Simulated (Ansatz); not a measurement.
**antifluorite Mg2Si (1 1 1) on diamond (1 1 1) (film strained to the substrate, started from cuts of the bulks and a machine-learned relaxation; metallic at this level, with no gap by band count; slabs C42 and Mg6Si3, which can lie off the formulas)**

A periodic stack without vacuum, antifluorite Mg2Si (1 1 1) on diamond (1 1 1) (film strained to the substrate, started from cuts of the bulks and a machine-learned relaxation; metallic at this level, with no gap by band count; slabs C42 and Mg6Si3, which can lie off the formulas): substrate slab C42, film Mg6Si3, surface cells [[1, 1], [-2, 1]] and [[0, 1], [-1, 0]], film strained by -2.8 and -2.8 %, outermost planes C/C and Mg/Mg as cut, which need not be the usual terminations and can put a slab off its formula.

The start was prepared with a machine-learned potential, and the result is one local minimum, with the in-plane cell held and forces under 0.04 eV/Å; the film can end far from its bulk form.

The numbers are results of PBE (plane waves to 420 eV, PAW; Ansatz, a first-principles code), not measurements. No spin–orbit coupling; PBE gaps are too small against experiment. Its k-point mesh 6×6×1, Fermi–Dirac width 0.05 eV.

| Property | Result |
|---|---|
| interface area | 16.6 Å² |
| period | 24.78 Å |
| heights between the nearest atoms of the two slabs at the two interfaces | 2.04 and 2.04 Å |
| C–Si contacts across the interfaces within 1.22 times the sum of covalent radii | 2, mean 2.07 Å |
| C–Mg contacts across the interfaces within 1.22 times the sum of covalent radii | 2, mean 2.11 Å |
| spin-polarised check at this geometry | keeps a moment, energy -0.02 eV |

```yaml
crystal:
  lattice:
    - [4.37356, 0.00087, 0.07713]
    - [-2.18602, 3.78680, -0.12408]
    - [-1.17694, -0.69850, 24.78703]
  atoms:
    - { symbol: C, position: [0.24652, 0.59223, 0.04277] }
    - { symbol: C, position: [0.91192, 0.92653, 0.04275] }
    - { symbol: C, position: [0.57765, 0.25766, 0.04276] }
    - { symbol: C, position: [0.90546, 0.58560, 0.02312] }
    - { symbol: C, position: [0.57383, 0.92065, 0.02821] }
    - { symbol: C, position: [0.23976, 0.25326, 0.02601] }
    - { symbol: C, position: [0.60671, 0.62027, 0.12775] }
    - { symbol: C, position: [0.27420, 0.95412, 0.12775] }
    - { symbol: C, position: [0.94052, 0.28661, 0.12775] }
    - { symbol: C, position: [0.26662, 0.61448, 0.10753] }
    - { symbol: C, position: [0.93288, 0.94571, 0.10753] }
    - { symbol: C, position: [0.60164, 0.28074, 0.10753] }
    - { symbol: C, position: [0.96843, 0.64800, 0.21116] }
    - { symbol: C, position: [0.63508, 0.98129, 0.21117] }
    - { symbol: C, position: [0.30175, 0.31466, 0.21124] }
    - { symbol: C, position: [0.62787, 0.64089, 0.19048] }
    - { symbol: C, position: [0.29487, 0.97476, 0.19048] }
    - { symbol: C, position: [0.96171, 0.30773, 0.19048] }
    - { symbol: C, position: [0.32963, 0.67557, 0.29442] }
    - { symbol: C, position: [0.99628, 0.00887, 0.29443] }
    - { symbol: C, position: [0.66297, 0.34221, 0.29440] }
    - { symbol: C, position: [0.98935, 0.66869, 0.27363] }
    - { symbol: C, position: [0.65600, 0.00198, 0.27364] }
    - { symbol: C, position: [0.32266, 0.33534, 0.27366] }
    - { symbol: C, position: [0.69076, 0.70280, 0.37758] }
    - { symbol: C, position: [0.35776, 0.03666, 0.37758] }
    - { symbol: C, position: [0.02392, 0.36982, 0.37758] }
    - { symbol: C, position: [0.35055, 0.69626, 0.35689] }
    - { symbol: C, position: [0.01720, 0.02956, 0.35690] }
    - { symbol: C, position: [0.68388, 0.36290, 0.35682] }
    - { symbol: C, position: [0.05275, 0.73184, 0.46054] }
    - { symbol: C, position: [0.71901, 0.06308, 0.46054] }
    - { symbol: C, position: [0.38400, 0.39682, 0.46053] }
    - { symbol: C, position: [0.71144, 0.72343, 0.44031] }
    - { symbol: C, position: [0.37892, 0.05728, 0.44031] }
    - { symbol: C, position: [0.04511, 0.39094, 0.44031] }
    - { symbol: C, position: [0.41181, 0.75690, 0.53985] }
    - { symbol: C, position: [0.08017, 0.09195, 0.54494] }
    - { symbol: C, position: [0.74587, 0.42428, 0.54205] }
    - { symbol: C, position: [0.07370, 0.75102, 0.52531] }
    - { symbol: C, position: [0.73912, 0.08533, 0.52529] }
    - { symbol: C, position: [0.40798, 0.41989, 0.52529] }
    - { symbol: Mg, position: [0.77420, 0.45301, 0.62724] }
    - { symbol: Mg, position: [0.45596, 0.80141, 0.67241] }
    - { symbol: Mg, position: [0.14626, 0.15890, 0.74480] }
    - { symbol: Mg, position: [0.83912, 0.51854, 0.82325] }
    - { symbol: Mg, position: [0.52970, 0.87614, 0.89565] }
    - { symbol: Mg, position: [0.21146, 0.22451, 0.94082] }
    - { symbol: Si, position: [0.10803, 0.12012, 0.62859] }
    - { symbol: Si, position: [0.49271, 0.83873, 0.78403] }
    - { symbol: Si, position: [0.87758, 0.55741, 0.93946] }
```
